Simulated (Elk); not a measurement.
# Worked example: self-consistent single point of AlNi (Pm-3m, 2 atoms in the cell) in Elk

Method of the run: PBE, all-electron FP-LAPW, Elk's shipped species files, APW+lo basis with extra local orbitals (Elk 10.2.4).

The input file:

```
tasks
  0

xctype
  20

tforce
  .true.

rgkmax
  8.0

gmaxvr
  18.0

lmaxapw
  10

lmaxo
  8

nxlo
  2

lorbcnd
  .true.

lradstp
  2

nrmtscf
  2.0

lmaxi
  4

stype
  0

swidth
  0.00499791

maxscl
  100

avec
    5.4175783479    0.0000000000    0.0000000000
    0.0000000000    5.4175783479    0.0000000000
    0.0000000000    0.0000000000    5.4175783479

atoms
  2
  'Al.in'
  1
  0.5000000000  0.5000000000  0.5000000000    0.0 0.0 0.0
  'Ni.in'
  1
  0.0000000000  0.0000000000  0.0000000000    0.0 0.0 0.0

ngridk
  11 11 11
```

Output, abridged:

```
│ Elk code version 10.2.4 │

All units are atomic (Hartree, Bohr, etc.)

│ Ground-state run starting from atomic densities │

Lattice vectors :
   5.417578348       0.000000000       0.000000000
   0.000000000       5.417578348       0.000000000
   0.000000000       0.000000000       5.417578348

Unit cell volume      :    159.0067651
Brillouin zone volume :    1.559997861

Muffin-tin inner radius fraction :   0.1000000000E-01

Nuclei treated as point charges

Species :    1 (Al)
 parameters loaded from : Al.in
 name : aluminium
 nuclear charge    :   -13.00000000
 electronic charge :    13.00000000
 atomic mass :    49184.33492
 muffin-tin radius :    2.200000000
 number of radial points in muffin-tin :    799
 atomic positions (lattice), magnetic fields (Cartesian) :
   1 :   0.00000000  0.00000000  0.00000000    0.00000000  0.00000000  0.00000000

Species :    2 (Ni)
 parameters loaded from : Ni.in
 name : nickel
 nuclear charge    :   -28.00000000
 electronic charge :    28.00000000
 atomic mass :    106991.5230
 muffin-tin radius :    2.400000000
 number of radial points in muffin-tin :    999
 atomic positions (lattice), magnetic fields (Cartesian) :
   1 :   0.50000000  0.50000000  0.50000000    0.00000000  0.00000000  0.00000000

Total number of atoms per unit cell :    2

Spin treatment :
 spin-unpolarised

Number of Bravais lattice symmetries :   48
Number of crystal symmetries         :   48
Crystal has inversion symmetry
Real symmetric eigensolver will be used

k-point grid :     11    11    11
k-point offset :    0.000000000       0.000000000       0.000000000
k-point set is reduced with full crystal symmetry group
Total number of k-points :       56

Muffin-tin radius times maximum |G+k| :    8.000000000
 using average radius
Maximum |G+k| for APW functions       :    3.478260870
Maximum (1/2)|G+k|²                   :    6.049149338
Maximum |G| for potential and density :    18.00000000
 potential will be trimmed for |G| > 2 gkmax
Constant for pseudocharge density :   11
Radial integration step length :    2

G-vector grid sizes :     32    32    32
Number of G-vectors :    15515

Maximum angular momentum used for
 APW functions                      :   10
 outer part of muffin-tin           :    8
 inner part of muffin-tin           :    4

Total nuclear charge    :   -41.00000000
Total core charge       :    16.00000000
Total valence charge    :    25.00000000
Total excess charge     :    0.000000000
Total electronic charge :    41.00000000

Effective Wigner radius, rₛ :   0.9746478117

Number of empty states         :    8
Total number of valence states :   21
Total number of core states    :   16

Conduction state local-orbitals added automatically
Total number of local-orbitals :  214

Exchange-correlation functional :     20     0     0
 Perdew-Burke-Ernzerhof, Phys. Rev. Lett. 77, 3865 (1996)
 gradient requirement :    1
 generalised gradient approximation (GGA)

Smearing type :    0
 Gaussian
Smearing width :   0.4997910000E-02
Effective electronic temperature (K) :    1578.215154

Mixing type :    3
 Broyden mixing, J. Phys. A: Math. Gen. 17, L317 (1984)

Kohn-Sham potential initialised from atomic data
│ Self-consistent loop started │
│ Loop number : 1 │
 total energy                :     -1775.64810279
│ Loop number : 2 │
 total energy                :     -1775.10913065
RMS change in Kohn-Sham potential (target) :   0.4459979456     (  0.1000000000E-05)
Absolute change in total energy (target)   :   0.5389721353     (  0.1000000000E-03)
│ Loop number : 3 │
 total energy                :     -1775.59155496
RMS change in Kohn-Sham potential (target) :   0.4461110891     (  0.1000000000E-05)
Absolute change in total energy (target)   :   0.3476812758     (  0.1000000000E-03)
│ Loop number : 4 │
 total energy                :     -1772.62093225
RMS change in Kohn-Sham potential (target) :   0.3366330890     (  0.1000000000E-05)
Absolute change in total energy (target)   :    2.883702388     (  0.1000000000E-03)
│ Loop number : 5 │
 total energy                :     -1767.74131832
RMS change in Kohn-Sham potential (target) :   0.1500747994     (  0.1000000000E-05)
Absolute change in total energy (target)   :    5.600539529     (  0.1000000000E-03)
   [... lines left out ...]
Absolute change in total energy (target)   :   0.1005959657E-01 (  0.1000000000E-03)
│ Loop number : 13 │
 total energy                :     -1763.72920449
RMS change in Kohn-Sham potential (target) :   0.3639818780E-05 (  0.1000000000E-05)
Absolute change in total energy (target)   :   0.2656670635E-02 (  0.1000000000E-03)
│ Loop number : 14 │
 total energy                :     -1763.72935521
RMS change in Kohn-Sham potential (target) :   0.2103260871E-05 (  0.1000000000E-05)
Absolute change in total energy (target)   :   0.8148889797E-03 (  0.1000000000E-03)
│ Loop number : 15 │
 total energy                :     -1763.72929338
RMS change in Kohn-Sham potential (target) :   0.7734329596E-06 (  0.1000000000E-05)
Absolute change in total energy (target)   :   0.1418929912E-03 (  0.1000000000E-03)
│ Loop number : 16 │
 total energy                :     -1763.72926478
RMS change in Kohn-Sham potential (target) :   0.1698469326E-06 (  0.1000000000E-05)
Absolute change in total energy (target)   :   0.6871068535E-05 (  0.1000000000E-03)
Convergence targets achieved

│ Loop number : 17 │

Energies :
 Fermi                       :     0.341533458297
 sum of eigenvalues          :     -1000.57723461
 electron kinetic            :      1788.45562526
 core electron kinetic       :      1567.45978088
 Coulomb                     :     -3469.82236972
 Coulomb potential           :     -2682.21269479
 nuclear-nuclear             :     -238.671663494
 electron-nuclear            :     -3780.08871766
 Hartree                     :      548.938011435
 Madelung                    :     -2128.71602233
 xc potential                :     -106.820165072
 exchange                    :     -80.5055947053
 correlation                 :     -1.85691844019
 total energy                :     -1763.72925761

Density of states at Fermi energy :    30.42704608
 (states/Hartree/unit cell)

Estimated indirect band gap :   0.4220661686E-02
 from k-point     29 to k-point     32
Estimated direct band gap   :   0.2341858850E-01
 at k-point     52

Charges :
 core                        :    16.00000000
 valence                     :    25.00000000
 interstitial                :    2.057057016
 muffin-tins (core leakage)
  species :    1 (Al)
   atom    1                 :    11.37528514     (  0.4816221022E-03)
  species :    2 (Ni)
   atom    1                 :    27.56765784     (  0.2895831269E-03)
 total in muffin-tins        :    38.94294298
 total calculated charge     :    40.99912722
 total charge                :    41.00000000
 error                       :   0.8727784477E-03

│ Self-consistent loop stopped │

Forces :
 species :    1 (Al)
  atom :    1
   Hellmann-Feynman          :     0.00000000   -0.00000000    0.00000000
   IBS                       :    -0.00000000    0.00000000    0.00000000
   total force               :    -0.00000000    0.00000000    0.00000000
   total magnitude           :     0.00000000
 species :    2 (Ni)
  atom :    1
   Hellmann-Feynman          :     0.00000000    0.00000000    0.00000000
   IBS                       :    -0.00000000   -0.00000000    0.00000000
   total force               :     0.00000000   -0.00000000    0.00000000
   total magnitude           :     0.00000000
```

The run converged in 17 iterations. The count includes the last loop, which Elk runs after its targets are met.

The starting cell comes from a database of computed structures (which also holds hypothetical and non-ambient phases and stackings), without a prior relaxation at this level. Its lattice was rescaled by a random factor within 2.5 % of one. Spin polarisation is off. Values depend on the basis (sphere radii, cutoffs, local orbitals), which need not be converged. The log's line on a gap gives a spacing of levels on this mesh, which the program prints for metals too.
